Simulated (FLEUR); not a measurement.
Worked example: self-consistent single point of SnSe2 (P-3m1, 3 atoms in the cell) in FLEUR.

Level of theory: PBE, all-electron FLAPW (FLEUR), scalar-relativistic valence.

The change in words: lattice scaled by 0.98. Reference geometry:
```xyz
3
Lattice="3.7639 0.0000 0.0000 -1.8820 3.2596 0.0000 0.0000 0.0000 6.3542" Properties=species:S:1:pos:R:3 pbc="T T T"
Sn     0.0000     0.0000     0.0000
Se     1.8820     1.0865     4.8108
Se     0.0000     2.1731     1.5434
```

Reference input (self-consistent single point, DFT, PBE, all-electron FLAPW (FLEUR), scalar-relativistic valence): Kmax = 4.3 1/bohr; GmaxXC = 12.9 1/bohr; xcFunctional = pbe; jspins = 1; l_soc = F; mode = hist; fermiSmearingEnergy = 0.0001 Htr; mesh (inpgen div1-3) = 8 8 4; inpgen gamma flag = true; Gmax = 12.9 1/bohr; numbands = 0; maxIterBroyd = 40. This run's input differs from it in these lines:

```diff
@@ -3,5 +3,5 @@
 &input film=f /
-7.1127573736 0.0000004247 0.0000000000
--3.5563790546 6.1598283642 0.0000000000
-0.0000000000 0.0000000000 12.0077298664
+6.9705021999 0.0000005107 0.0000000000
+-3.4852515422 6.0366317269 0.0000000000
+0.0000000000 0.0000000000 11.7675759116
 1.0
@@ -44,5 +44,5 @@
          <bravaisMatrix>
-            <row-1>    7.1127573736000000     0.0000004247000000     0.0000000000000000</row-1>
-            <row-2>   -3.5563790545999998     6.1598283642000000     0.0000000000000000</row-2>
-            <row-3>    0.0000000000000000     0.0000000000000000    12.0077298664000001</row-3>
+            <row-1>    6.9705021999000003     0.0000005107000000     0.0000000000000000</row-1>
+            <row-2>   -3.4852515421999999     6.0366317268999996     0.0000000000000000</row-2>
+            <row-3>    0.0000000000000000     0.0000000000000000    11.7675759115999998</row-3>
          </bravaisMatrix>
```

The program printed (abridged):

```
 Iteration:     1   Distance:       6.32413128 me/bohr^3
 Iteration:     2   Distance:       5.85851066 me/bohr^3
 Iteration:     3   Distance:       2.50237109 me/bohr^3
 Iteration:     4   Distance:       0.89536703 me/bohr^3
 Iteration:     5   Distance:       0.75569002 me/bohr^3
   [... 6 lines left out ...]
 Iteration:    12   Distance:       0.00025134 me/bohr^3
 Iteration:    13   Distance:       0.00010923 me/bohr^3
 Iteration:    14   Distance:       0.00003773 me/bohr^3
 Iteration:    15   Distance:       0.00000406 me/bohr^3
 Reset of history
 Run finished successfully
 Stop message:
   Structural relaxation: new displacements generated

[file out, last iteration]
             iter=     16
[...]
          total density-effective poten   -1.8023371900E+04
          total charge density-energy d   -3.4161624055E+02
 Updated energy parameters for spin:           1
[...]
 fermi energy and band-weighting factors:

[...]
FERMIE:
          first approx. to ef    (T=0)  :   0.225984 htr   (energy of the highest occ. eigenvalue)
          number of occ. states  (T=0)  :        805
          first approx. to seigv (T=0)  : -34.981530 htr
          sum of weights of occ. states :  23.000000
          sum of semicore charge        :   0.000000 e
FERHIS:  Fermi-Energy by histogram:
          bandgap                     :   0.035575 htr
   [... lines left out ...]
          charge neutrality (T=0)     :   0.000000    (zero if the highest occ. eigenvalue is "entirely" occupied)
 Direct bandgap for spin            1 :    5.2935277987051804E-002  Htr
 ---->    free energy=                    -11039.6301662016 htr
   [... lines left out ...]
      extrapolation for T->0
 ---->    total electron energy=          -11039.6301662016 htr
 ***** TOTAL FORCES ON ATOMS *****
 TOTAL FORCE FOR ATOM TYPE=  1  X=  0.000   Y=  0.000   Z=  0.000
                       FX_TOT= 0.000000 FY_TOT= 0.000000 FZ_TOT= 0.000000
 TOTAL FORCE FOR ATOM TYPE=  2  X= -3.485   Y=  2.012   Z= -2.858
                       FX_TOT= 0.000000 FY_TOT= 0.000000 FZ_TOT=-0.032398
```

The run converged in 15 iterations. FLEUR gives forces in its relaxation mode, with a further iteration, so its stop message speaks of a relaxation. Against the reference run the free energy goes up by 95.5 meV/atom and the gap on the mesh goes from 0.869 to 0.968 eV.

The starting cell comes from a database of computed structures (which also holds hypothetical and non-ambient phases and stackings), without a prior relaxation at this level. Its lattice was rescaled by a random factor within 2.5 % of one. For this run, on top of that: lattice scaled by 0.98. Values depend on the basis (sphere radii, cutoffs, local orbitals), which need not be converged.

Cost on one core of a shared machine: roughly 2 min.
